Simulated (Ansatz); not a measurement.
Base system: PtGe (space group Pnma, No. 62; a = 5.819 Å, b = 3.757 Å, c = 6.175 Å).

Level of theory: PBE (Ansatz, a first-principles code), spin-orbit coupling left out.

Base values:

```
Property    Value
--------  -------
Pressure  0.0 GPa
```

The change: an isotropic linear strain of −1.07 %; the atoms relax in the strained cell.

Q: What does the calculation give for the pressure and energy relative to the base after the change?

A: The pressure (mean of the normal stresses, compression positive) goes from zero to 5.0 GPa; the energy increases by 8.1 meV/atom.

Stability against distortions was not tested. All final runs are without spin polarisation.
